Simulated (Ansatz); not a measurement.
## MoTe2: pressure series

Consider MoTe$_{2}$ in the 2H-MoS2 type structure (space group P6_3/mmc, No. 194; a = 3.497 Å, c = 13.697 Å; layered, stacked along the Cartesian z axis).

Cell and atoms are relaxed at each pressure.

Level of theory: DFT with PBE-D3(BJ), PAW potentials and a 420 eV plane-wave cutoff in Ansatz (a first-principles code), scalar-relativistic without spin-orbit coupling, earlier PAW set.

Candidates:
(a) pressure 9 GPa
(b) pressure −2 GPa
(c) pressure −1 GPa
(d) pressure 22.5 GPa
(e) pressure 0.9 GPa

Before the change:

```
Item       Value
---------  -----
c/a ratio  3.917
```

Problem. Order them by c/a ratio, lowest first.

Solution. (a) pressure 9 GPa (3.838), (d) pressure 22.5 GPa (3.848), (e) pressure 0.9 GPa (3.894), (c) pressure −1 GPa (3.957), (b) pressure −2 GPa (4.039)

The mesh was chosen for an insulator and is coarse for the gapless case. Load acts through the strain it causes; cell and atoms are relaxed under it. No phonon test of stability was made. No other phases were tried under pressure. All final runs are without spin polarisation. The program warned that a D3 coordination switch lies within reach, so dispersion energies are less smooth here.
